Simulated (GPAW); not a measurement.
A self-consistent single point of TaTi (Cmmm, 2 atoms in the cell) with GPAW.

Computed with LDA (Perdew-Wang 92), GPAW PAW datasets LDA (gpaw-data 1.0.1), then spin-orbit coupling non-self-consistently (plane waves; GPAW 25.7.0).

```xyz
2
Lattice="1.6329 -2.2975 0.0000 1.6329 2.2975 0.0000 0.0000 0.0000 4.6841" Properties=species:S:1:pos:R:3 pbc="T T T"
Ti     1.6329     0.0000     2.3421
Ta     0.0000     0.0000     0.0000
```

Reference input (self-consistent single point, DFT PBEsol, plane waves, GPAW PAW datasets PBEsol (made by gpaw-setup)): mode = pw; ecut = 850 eV; xc = PBEsol; kpts = 8 8 5; mesh shift (steps) = 0 0 0; occupations.name = methfessel-paxton; occupations.width = 0.136 eV; occupations.order = 1; nbands = -6; convergence.density = 1e-05 e/electron; convergence.energy = 1e-05 eV/electron; symmetry.symmorphic = false. This run's input differs from it in these lines:

```diff
@@ -2,2 +2,4 @@
 from ase.units import GPa
+from gpaw.occupations import create_occ_calc
+from gpaw.spinorbit import soc_eigenstates
 from gpaw import GPAW
@@ -13,7 +15,7 @@
 calc = GPAW(mode={'name': 'pw', 'ecut': 850},
-            xc='PBEsol',
+            xc='LDA',
             kpts={'size': (8, 8, 5), 'gamma': True},
             occupations={'name': 'methfessel-paxton', 'width': 0.136, 'order': 1},
-            nbands=-6,
-            convergence={'density': 1e-05, 'energy': 1e-05},
+            nbands=-16,
+            convergence={'density': 1e-05, 'energy': 1e-05, 'bands': -2},
             symmetry={'symmorphic': False, 'tolerance': 0.0005},
@@ -32 +34,7 @@
 
+soc = soc_eigenstates(calc, n2=-2, occcalc=create_occ_calc({'name': 'fermi-dirac', 'width': 0.1}))
+eig_soc = soc.eigenvalues()
+ne = calc.get_number_of_electrons()
+print('Fermi level with spin-orbit (eV):', round(soc.fermi_level, 4))
+print('Lowest level ne + 1 less highest level ne (eV):', round(eig_soc[:, round(ne)].min() - eig_soc[:, round(ne) - 1].max(), 4))
+
```

Its files differ too (potentials: then spin-orbit coupling non-self-consistently).

The program printed (abridged):

```
     iter     time        total  log10-change:
                         energy   eigst   dens
iter:   1 --:--:--   -18.620394   +2.18
iter:   2 --:--:--   -18.557331   +0.70  -1.39
iter:   3 --:--:--   -18.295355   +0.12  -1.43
iter:   4 --:--:--   -18.277202   -0.48  -1.80
iter:   5 --:--:--   -18.323141   -1.11  -2.02
iter:   6 --:--:--   -18.291187   -1.57  -2.03
iter:   7 --:--:--   -18.284044   -1.93  -2.41
iter:   8 --:--:--   -18.283326   -2.59  -2.63
iter:   9 --:--:--   -18.283093   -2.70  -3.19
iter:  10 --:--:--   -18.283092c  -2.80  -3.53
iter:  11 --:--:--   -18.283101c  -3.34  -3.54
iter:  12 --:--:--   -18.283099c  -3.49  -3.64
iter:  13 --:--:--   -18.283100c  -3.68  -3.64
iter:  14 --:--:--   -18.283100c  -4.11  -3.63
   [... 4 lines left out ...]
iter:  19 --:--:--   -18.283090c  -5.73  -4.38
iter:  20 --:--:--   -18.283089c  -6.33  -4.41
iter:  21 --:--:--   -18.283088c  -6.70  -4.70
iter:  22 --:--:--   -18.283088c  -7.22  -4.99
iter:  23 --:--:--   -18.283088c  -7.76c -5.07c
Converged after 23 iterations.

Dipole moment: (-0.000000, 0.000000, -0.000000) |e|*Ang

Energy contributions relative to reference atoms: (reference = -447096.268641)

Kinetic:         +7.817166
Potential:       -8.216171
External:        +0.000000
XC:             -17.589496
Entropy (-ST):   -0.005096
Local:           -0.291190
SIC:             +0.000000
--------------------------
Free energy:    -18.284787
Extrapolated:   -18.283088

Showing only first 2 kpts
 Kpt  Band  Eigenvalues  Occupancy
  0    10      8.74724    2.00000
  0    11     10.59917   -0.00000
  0    12     10.65345   -0.00000
  0    13     10.81653   -0.00000

  1    10      8.86482    2.00000
  1    11     10.41048   -0.00000
  1    12     10.42518   -0.00000
  1    13     10.58721   -0.00000

Fermi level: 9.84757

No gap
No difference between direct/indirect transitions
Energy (eV): -18.283088

Forces in eV/Ang:
  0 Ti    0.00000    0.00000    0.00000
  1 Ta   -0.00000    0.00000    0.00000

Stress tensor:
     0.058014     0.000000     0.000000
     0.000000     0.054299     0.000000
     0.000000     0.000000     0.065599
Stress (GPa, Voigt): [ 9.2949  8.6997 10.5101  0.      0.      0.    ]
Fermi level with spin-orbit (eV): 9.8479
Lowest level ne + 1 less highest level ne (eV): -2.2851
```

The run converged in 23 iterations. 

The starting cell comes from a database of computed structures (which also holds hypothetical and non-ambient phases and stackings), without a prior relaxation at this level.

Cost on one core of a shared machine: roughly 90 s.
